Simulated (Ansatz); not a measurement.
**CsPbBr3: stress against strain**

CsPbBr3 (cubic perovskite, Pm-3m, 38.424 Å³/atom at rest) under an equal strain ε in the (001) plane with the normal axis free, as in a coherent film. LDA in Ansatz, a plane-wave DFT program (PAW, default set), 420 eV, 6×6×6 Γ-centred mesh, Fermi-Dirac smearing 0.05 eV; ions are relaxed within the symmetry of each cell. Stress is positive for a compressed cell.

Here s stands for strain and y for stress xx.

| strain (%) | stress xx (GPa) |
|---|---|
| -3.00 | ? |
| -1.20 | 0.88 |
| -0.60 | 0.42 |
| 0.00 | 0.00 |
| 0.60 | -0.39 |
| 1.20 | -0.75 |

### Question
Fit y against s with a straight line, and predict the withheld value at s = -3.00.

### Answer
Means: s 0, y 0.032. About the means, the sum of products is -2.4420 and the sum of squares of s is 3.6000; the slope is their ratio. Least squares gives y = 0.032 - 0.6783·s. Residuals (row less fit): 0.034, -0.019, -0.032, -0.015, 0.032; standard error 0.036 (degrees of freedom: 3). The slope gives the biaxial elastic modulus of this plane = 68 ± 1.9 GPa. At the withheld row, y = 0.032 - 0.6783 × (-3.0) = 2.067 GPa. The calculation gives 2.48 GPa, 0.413 GPa above the prediction (12.8 % of the range of y in the table). The row lies outside the fitted rows, so this is an extrapolation. From the scatter of the fitted rows alone, a prediction at this place has a standard error of 0.068 GPa, so the miss is 6.1 times that.

One order more, fitted to all 11 runs of the series, follows each within 0.01, so the miss is the next term of a smooth law. The primitive cell can neither tilt nor turn polar against its symmetry, as such crystals can under strain. CsPbBr3 is here the ideal cubic form; the compound distorts at low or room temperature. Rows are the converged runs of the series near zero and its far end; series whose fitted rows scatter by over a few per cent of the range, as at a crossing or softening among them, aren't shown in this form. Most that stay on the fit to the last digits aren't either.
